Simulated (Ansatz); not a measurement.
Output of an Ansatz run (abridged):

```
WARN the atoms were moved onto the symmetric positions of the space group found under crystal.symmetry.tolerance 1.0e-5 (fractional …
WARN ansatz: RAYON_NUM_THREADS=1 ignored (pool sized by the plan → 1); use --threads N
Pseudopotentials: kind: paw
Pseudopotential: Ca, paw, valence charge 10
Pseudopotential: I, paw, valence charge 17
Crystal: 3 atoms, lattice volume = 130.003 Å³
Basis set: ecut = 420.4159175005146 eV, 2575 PW (Γ), exchange–correlation on 64×64×100 points (8 copies of the dense FFT grid, shifted against one another)
Bands: 27, of which v1, the nominal top of the filled ones, is band 22 counted from 1 (21 counted from 0)
Symmetry: 6 space group operations
Space group: P3m1 (ITA 156), of the structure as read, at distance tolerance 5.1e-5 Å
k-points: 24 of 144 (time reversal used)
PAW frozen core: Ca, regenerated for the run's functional, and the local potential with it
PAW frozen core: I, regenerated for the run's functional, and the local potential with it
Initial density: superposition of atomic densities (neutral atoms: chi_scale 0, normalization atom), corrected by the library's trained network
Initial wavefunctions: pseudopotential atomic-orbital guess
Eigensolver: davidson
Functional: x = pbesol(κ = 0.804, μ = 0.12345679012345678), c = pbesol(β = 0.046)
SCF iter   1: F=—  HF=-16663.157761 eV  |F-HF|=—  |Δ(HF+E_count)|=         —  Δρ=1.99e-3  dr2=4.16e-3  ethr=1.77e-3  ⟨swp⟩=7.1  Hψ=2857  notcnv=0  defer=63
all-band conjugate gradients solve this SCF's bands
preconditioner: auto → Resta (q_TF=auto, 2.278 Å⁻¹)
SCF iter   2: F=—  HF=-16663.157026 eV  |F-HF|=—  |Δ(HF+E_count)|=   7.35e-4  Δρ=9.64e-4  dr2=1.17e-3  ethr=9.46e-6  ⟨swp⟩=5.0  Hψ=1682  notcnv=0  defer=70
SCF iter   3: F=—  HF=-16663.157145 eV  |F-HF|=—  |Δ(HF+E_count)|=   1.19e-4  Δρ=2.12e-4  dr2=6.30e-5  ethr=2.65e-6  ⟨swp⟩=2.1  Hψ=871  notcnv=0  defer=69
SCF iter   4: F=—  HF=-16663.157189 eV  |F-HF|=—  |Δ(HF+E_count)|=   4.43e-5  Δρ=6.77e-5  dr2=8.93e-6  ethr=1.43e-7  ⟨swp⟩=2.0  Hψ=776  notcnv=0  defer=69
SCF iter   5: F=—  HF=-16663.157198 eV  |F-HF|=—  |Δ(HF+E_count)|=   9.47e-6  Δρ=1.87e-5  dr2=6.64e-7  ethr=2.03e-8  ⟨swp⟩=2.0  Hψ=816  notcnv=0  defer=69
SCF iter   6: F=-16663.157200 eV  HF=-16663.157200 eV  |F-HF|=1.72e-7  |Δ(HF+E_count)|=   1.09e-6  Δρ=5.90e-6  dr2=6.27e-8  ethr=2.27e-10  ⟨swp⟩=15.5  Hψ=4530  notcnv=0
SCF 1 converged in 6 iterations: F = -16663.157200 eV  dr2 = 6.27e-8
SCF converged after 6 iterations
Free energy (F): -16663.157200 eV
Harris-Foulkes:  -16663.157200 eV  (|F-HF|=1.72e-7)
Internal energy: -16663.157200 eV  (E = F + TS)
E sigma→0 (E₀):  -16663.157200 eV
Fermi energy:    3.295315 eV
--- Per-component energies (eV) ---
  E_band       = -983.048591
  E_kinetic    = 654.424305
  E_local      = -5326.106527  (includes V_loc(G=0)·N_el)
  E_nonlocal   = -112.452777
  E_hartree    = 2563.899191
  E_xc         = -389.282552
  E_vxc        = -425.993667  (∫ρ·V_xc dr)
  E_paw        = -10310.939258  (= ΣΔE_a)
  E_vpaw       = -900.724937  (= ΣTr[D̂ρ^β])
  E_aug_tail   = 0.000032  (compensation charges beyond the density's cutoff)
  E_ewald      = -3743.642692
  E_core_change = 0.943078  (= ΣΔE_core)
  E_smearing   = -0.000000  (= −TS)
  E_closure    = 0.000000  (closes the sum)
  Σ components = -16663.157200   (vs F -16663.157200, Δ=0.00e0)
--- Forces (eV/Å), atoms counted from 1 ---
  atom   1  Ca     0.00000000    -0.00000000    -0.23126497
  atom   2  I      0.00000000    -0.00000000    -0.08575942
  atom   3  I     -0.00000000     0.00000000     0.31702138
  max |Σ_I F_I| component: 3.00e-6 eV/Å
--- Stress (GPa, compression-positive) ---
       -1.307990       0.000000       0.000000
        0.000000      -1.307990      -0.000000
        0.000000      -0.000000      -1.032169
  P = ⅓ Tr σ = -1.2160 GPa (-12.160 kbar)
  The stress holds the Pulay correction. Without it, at fixed plane waves, as pw.x and ABINIT print it: P = -1.2291 GPa
--- Band table (eV; the first three rows and the last of 24) ---
  k-point 0: bands = ["-40.0731", "-40.0731", "-40.0627", "-40.0627", "-40.0575", "-39.9119", "-39.9119", "-39.9080", "-39.9080", "-39.9057", "-36.4112", "-17.5076", "-17.4773", "-17.4773", "-8.0537", "-7.6068", "0.9104", "2.4114", "2.4114", [...]
  k-point 1: bands = ["-40.0731", "-40.0731", "-40.0627", "-40.0627", "-40.0574", "-39.9119", "-39.9119", "-39.9080", "-39.9080", "-39.9057", "-36.4112", "-17.5076", "-17.4773", "-17.4773", "-8.0175", "-7.6505", "1.1315", "2.4387", "2.4387", [...]
  k-point 2: bands = ["-40.0731", "-40.0731", "-40.0627", "-40.0627", "-40.0575", "-39.9119", "-39.9119", "-39.9080", "-39.9080", "-39.9058", "-36.4112", "-17.5076", "-17.4773", "-17.4773", "-7.9699", "-7.7055", "1.5008", "2.3184", "2.4695", [...]
  k-point 23: bands = ["-40.0731", "-40.0730", "-40.0628", "-40.0628", "-40.0573", "-39.9119", "-39.9118", "-39.9080", "-39.9080", "-39.9056", "-36.4093", "-17.5012", "-17.4994", "-17.4966", "-7.7129", "-7.5330", "1.3377", "1.4388", "1.4457", [...]
```

The structure:

```
CELL_PARAMETERS angstrom
      4.55161     0.00000     0.00000
     -2.27581     3.94181     0.00000
      0.00000     0.00000     7.24588
ATOMIC_POSITIONS crystal
  Ca 0.00000 0.00000 0.00690
  I  0.33333 0.66667 0.24430
  I  0.66667 0.33333 0.75570
```

Problem. Write an input that gives this output.

Solution. Other spellings and defaults could give the same log, and not every line can be read from it. The input that was run (DFT, PBEsol, plane waves, default PAW files made with PBE):

Ansatz 0.2 input:
```yaml
crystal:
  lattice:
    - [4.551615, 0.000000, 0.000000]
    - [-2.275807, 3.941814, 0.000000]
    - [0.000000, 0.000000, 7.245879]
  atoms:
    - { symbol: Ca, position: [0.000000, 0.000000, 0.006900] }
    - { symbol: I, position: [0.333333, 0.666667, 0.244300] }
    - { symbol: I, position: [0.666667, 0.333333, 0.755700] }
basis:
  ecutwfc: 30.9 Ry
kpoints:
  mp_grid: { grid: [6, 6, 4] }
hamiltonian:
  xc: pbesol
  pseudopotentials: { kind: paw }
scf:
  occupations: { method: fixed }
output:
  forces: true
  eigenvalues: true
  stress: true
```

The starting cell comes from a database of computed structures (which also holds hypothetical and non-ambient phases and stackings), without a prior relaxation at this level. Its lattice was rescaled by up to half a per cent. One atom was moved a little off its site on purpose. Spin-orbit coupling is off. Ansatz's pressure includes its estimate of the finite-basis (Pulay) stress.

Ansatz is a first-principles code.
